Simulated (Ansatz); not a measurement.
# How far PBE and PBEsol part for SiC, pressure 3 GPa

The parent structure is SiC (space group P6_3mc, No. 186; a = 3.0950 Å, c = 15.1865 Å).

(Cell as relaxed with PBE.)

Levels (all Ansatz, an electronic-structure program, PAW, earlier PAW set): PBE (420 eV, without spin-orbit coupling); PBEsol (420 eV, scalar-relativistic without spin-orbit coupling).

Each level relaxes its own structure.

```json
[
 {"base": "volume per atom", "PBE": "10.50 Å³", "PBEsol": "10.34 Å³"},
 {"base": "lattice parameter a", "PBE": "3.095 Å", "PBEsol": "3.079 Å"}
]
```

One thing is altered: cell and atoms relaxed at a pressure of 3 GPa.

```json
[
 {"quantity": "lattice parameter a", "PBE": "3.081 Å", "PBEsol": "?"},
 {"quantity": "c/a ratio", "PBE": "4.906", "PBEsol": "?"}
]
```

Question: Given the PBE results, estimate those of PBEsol.

Answer: 
- lattice parameter a, PBEsol: 3.066 Å
- c/a ratio, PBEsol: 4.906

PBE's lattice parameter a lies 0.015 Å above PBEsol's (0.5 %); the two agree on the c/a ratio. Neither level is exact; PBEsol is the comparison here, not a measurement.

Load acts through the strain it causes; cell and atoms are relaxed under it. Stability against distortions was not tested.
